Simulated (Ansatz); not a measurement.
## Habitual settings against a tight run: AlAsPt5 (P4/mmm, 7 atoms in the cell)

Self-consistent single point.

```
AlAsPt5
1.0
    3.92882     0.00000     0.00000
    0.00000     3.92882     0.00000
    0.00000     0.00000     6.98435
Al As Pt
1 1 5
Cartesian
  1.96441   1.96441   0.00000
  0.00000   0.00000   3.49218
  0.00000   1.96441   1.90331
  0.00000   1.96441   5.08105
  1.96441   0.00000   1.90331
  1.96441   0.00000   5.08105
  0.00000   0.00000   0.00000
```

Method: r2SCAN, PAW files made with PBE (plane waves; Ansatz, a quantum-chemistry and plane-wave program).

Base settings: basis.ecutwfc = 500 eV; kpoints.mp_grid.grid = 6 6 3; hamiltonian.xc = r2scan; hamiltonian.pseudopotentials = {kind: paw} (the program's default PAW files); scf.occupations.method = cold; scf.occupations.width = 0.136 eV.

Tight run (finer mesh or higher cutoff; not a proven limit): basis.ecutwfc: 500 eV → 700 eV; kpoints.mp_grid.grid: 6 6 3 → 9 9 5; scf.convergence.dr2_threshold: default (1e-07 eV) → 1e-09 eV. It gave Fermi level (on the code's own zero) 19.75 eV; pressure 3.33 GPa; largest force (vector length) 0.043 eV/Å.

Quick runs, as changes from the base:
- A: the base itself
- B: basis.ecutwfc: 500 eV → 300 eV; kpoints.mp_grid.grid: 6 6 3 → 3 3 3; scf.occupations.method: cold → fermi_dirac; scf.occupations.width: 0.136 eV → 0.272 eV; kpoints.mp_grid.shift: default → 0.5 0.5 0.5
- C: basis.ecutwfc: 500 eV → 210 eV; kpoints.mp_grid.grid: 6 6 3 → 2 2 2; hamiltonian.xc: r2scan → lda; scf.occupations.method: cold → fermi_dirac; scf.occupations.width: 0.136 eV → 0.272 eV; kpoints.mp_grid.shift: default → 0.5 0.5 0.5 [LDA (PW92)]
- D: basis.ecutwfc: 500 eV → 400 eV; kpoints.mp_grid.grid: 6 6 3 → 6 6 6; scf.occupations.width: 0.136 eV → 0.2 eV
- E: kpoints.mp_grid.grid: 6 6 3 → 4 4 4; scf.occupations.method: cold → gaussian; scf.occupations.width: 0.136 eV → 0.272 eV; scf.convergence.dr2_threshold: default (1e-07 eV) → 0.001 eV

Energies are extrapolated to zero smearing width, which holds to low order in the width alone.

Dashes: energy of C, another energy zero; count of C, another kind of functional, whose work the count does not hold.

† marks runs with another functional, U, potentials or spin treatment: their distance from the tight run is not a convergence error alone.

The count of work is k-points × plane waves × bands × iterations; it is no time. 

Pressures in the table are Ansatz's without its Pulay estimate, at a fixed set of plane waves; the tight run's value above holds the estimate.

The starting cell comes from a database of computed structures (which also holds hypothetical and non-ambient phases and stackings), without a prior relaxation at this level. Its lattice was rescaled by a random factor within 2.5 % of one. Spin polarisation is off. In the base run, with a pressure of about 3 GPa the cell is away from its equilibrium volume at this level.

```tsv
run	energy less tight (meV/atom)	pressure less tight (GPa)	largest miss in a force vector (eV/Å)	count of work / tight
A	2.2	-0.19	0.013	0.21
B	113.0	-11.62	0.085	0.034
C†	–	-291.21	0.794	–
D	3.8	-0.18	0.010	0.33
E	3.6	-0.13	0.006	0.13
```

Among the runs at the tight run's level, the energy misses run from 2.2 to 113.0 meV/atom.

Left out of this page: 1 run of the series outside the window shown, repeating another row's setting, or not comparable.

Keys are those of Ansatz 0.2.
